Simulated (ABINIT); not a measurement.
Input and output of a self-consistent single point for Pb (Fm-3m, 1 atom in the cell) (ABINIT).

Computed with PBE, norm-conserving pseudopotentials (PseudoDojo nc-sr-05 PBE standard) (plane waves; ABINIT).

```
CELL_PARAMETERS angstrom
      0.00000     2.46758     2.46758
      2.46758     0.00000     2.46758
      2.46758     2.46758     0.00000
ATOMIC_POSITIONS crystal
  Pb 0.00000 0.00000 0.00000
```

Reference input (self-consistent single point, DFT, PBE, plane waves, norm-conserving pseudopotentials (PseudoDojo nc-sr-05 PBE standard)): pseudos = [Pb.upf]; ecut = 844 eV; ixc = 11; occopt = 7; tsmear = 0.1 eV; ngkpt = 8 8 8; nshiftk = 1; shiftk = 0 0 0; potentials = PseudoDojo nc-sr-05 PBE standard; nband = 12; kptopt = 1; nstep = 60. This run's input differs from it in these lines:

```diff
@@ -19,5 +19,6 @@
 kptopt 1
-ngkpt 8 8 8
+ngkpt 12 12 12
 nshiftk 1
-shiftk 0 0 0
+shiftk 0.5 0.5 0.5
+chksymbreak 0
 nstep 60
```

Log, with long lists cut:

```
--- !BeginCycle
solver: {iscf: 7, nstep: 60, nline: 4, wfoptalg: 0, }
tolerances: {toldfe: 1.00E-09, }
...

     iter   Etot(hartree)      deltaE(h)  residm     vres2
 ETOT  1  -69.805767144400    -6.981E+01 4.421E-01 8.263E-01
 ETOT  2  -69.884547531956    -7.878E-02 3.285E-02 3.879E-01
 ETOT  3  -69.884589155192    -4.162E-05 4.515E-03 8.256E-03
 ETOT  4  -69.884590041749    -8.866E-07 3.637E-03 8.707E-03
 ETOT  5  -69.884591110624    -1.069E-06 2.501E-03 4.457E-05
 ETOT  6  -69.884591113976    -3.352E-09 1.240E-03 2.623E-06
 ETOT  7  -69.884591114305    -3.291E-10 8.671E-04 3.954E-08
 ETOT  8  -69.884591114311    -6.025E-12 3.381E-04 3.868E-10
 At SCF step    8, etot is converged :
  for the second time, diff in etot=  6.025E-12 < toldfe=  1.000E-09

 Cartesian components of stress tensor (hartree/bohr^3)
  sigma(1 1)= -9.52658097E-05  sigma(3 2)=  0.00000000E+00
  sigma(2 2)= -9.52658097E-05  sigma(3 1)=  0.00000000E+00
  sigma(3 3)= -9.52658097E-05  sigma(2 1)=  0.00000000E+00

 ----iterations are completed or convergence reached----

 reduced coordinates (array xred) for    1 atoms
       0.000000000000      0.000000000000      0.000000000000
 cartesian forces (eV/Angstrom) at end:
    1     -0.00000000000000    -0.00000000000000    -0.00000000000000
 frms,max,avg= 0.0000000E+00 0.0000000E+00   0.000E+00  0.000E+00  0.000E+00 e/A
 length scales=  6.594535770916  6.594535770916  6.594535770916 bohr
   [... lines left out ...]
 Fermi (or HOMO) energy (hartree) =   0.24487   Average Vxc (hartree)=  -0.38763
 Fermi (or HOMO) energy (eV) =   6.66313   Average Vxc (eV)= -10.54803
   [... lines left out ...]
total_energy        : -6.98845911143113E+01
total_energy_eV     : -1.90165643471067E+03
band_energy         : -3.58149838570356E+00
...

-Cartesian components of stress tensor (GPa)         [Pressure=  2.8028E+00 GPa]
- sigma(1 1)= -2.80281642E+00  sigma(3 2)=  0.00000000E+00
- sigma(2 2)= -2.80281642E+00  sigma(3 1)=  0.00000000E+00
- sigma(3 3)= -2.80281642E+00  sigma(2 1)=  0.00000000E+00

 Calculation completed.
```

The run converged in 8 iterations. Against the reference run the free energy goes up by 11.3 meV/atom and the pressure goes from 2.97 to 2.80 GPa.

The starting cell has typed, rounded lattice constants, without a prior relaxation at this level. Its lattice was rescaled by up to half a per cent.

Cost on one core of a shared machine: roughly 70 s.
